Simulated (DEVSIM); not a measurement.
Structure: illuminated In0.53Ga0.47As p-on-n cell, one wavelength, at 300 K.

Layer 1 from the left is In0.53Ga0.47As, thickness (μm) 0.130, Na (cm⁻³) 7.8e17, τn (s) 3.8e-11, τp (s) 1.6e-9, absorption coefficient (cm⁻¹) 74000. Layer 2 from the left is In0.53Ga0.47As, thickness (μm) 3.90, Nd (cm⁻³) 4.8e15, τn (s) 1.8e-9, τp (s) 1.8e-9, absorption coefficient (cm⁻¹) 74000.

Left contact: ohmic, minority electron recombination velocity 7000 cm/s. Right contact: ohmic, minority hole recombination velocity 1e6 cm/s. Voltage is applied to the left contact. Recombination: SRH at mid-gap, radiative, Auger. Light enters at the left, 2.2e18 photons cm⁻² s⁻¹, one pass, no reflection. Mobility is μmin + (μ − μmin)/(1 + (N/Nref)^α).

This is a model device: material constants are rounded textbook-type values typed into the input, and sizes, dopings and lifetimes were drawn at random. Values at 300 K.

In0.53Ga0.47As: gap (eV) 0.74, affinity (eV) 4.51, permittivity 13.9, Nc (cm⁻³) 2.1e17, Nv (cm⁻³) 7.7e18, μn (cm²/Vs) 12000, μp (cm²/Vs) 300, μn,min 300, μp,min 10, Nref,n 1.3e17, Nref,p 4.9e17, αn 0.48, αp 0.4, B (cm³/s) 9.6e-11, Cn (cm⁶/s) 5e-29, Cp (cm⁶/s) 5e-29.

Model (solved in DEVSIM): 1D drift-diffusion, Boltzmann statistics, complete ionisation; no tunnelling, impact ionisation, image-force lowering or self-heating.

Dark forward current:

```tsv
|V| (V)	|J| (A/cm²)
0.05	0.0003634
0.10	0.001375
0.15	0.004533
0.20	0.01547
0.25	0.05885
0.30	0.2593
0.35	1.301
0.40	6.749
0.45	30.10
0.50	106.7
0.55	336.0
0.60	995.8
0.65	2567
```

Question: Work out the local ideality factor n = ΔV / (kT/q · ln(J2/J1)) between the rows 0.15 and 0.20 V, 0.35 and 0.40 V, 0.60 and 0.65 V.

Answer: kT/q = 25.85 mV. From 0.15 to 0.20 V: ln(0.01547/0.004533) = 1.228, n = 1.58. From 0.35 to 0.40 V: ln(6.749/1.301) = 1.646, n = 1.17. From 0.60 to 0.65 V: ln(2567/995.8) = 0.947, n = 2.04.

Question: What current could the absorbed light give at most, and what share is collected?

Answer: Σ αd = 29.8, so qΦ(1 − exp(−Σ αd)) = 352 mA/cm². The simulated short-circuit current is 346.7 mA/cm², a share of 0.98.

Question: Estimate the open-circuit voltage by superposition: the voltage at which the dark current equals that short-circuit current.

Answer: Interpolating ln J in the table gives 0.309 V. The simulation gives 0.309 V, the same within the digits that matter. Superposition holds where collection doesn't change with voltage.

Question: Estimate the fill factor from FF0 = (v − ln(v + 0.72))/(v + 1), v = qVoc/(nkT), with n from the dark curve.

Answer: The rows about Voc, 0.30 and 0.35 V, give n = 1.20, so v = 9.97 and FF0 = 0.693. The simulation gives 0.674; the estimate lies 2.8 % above.
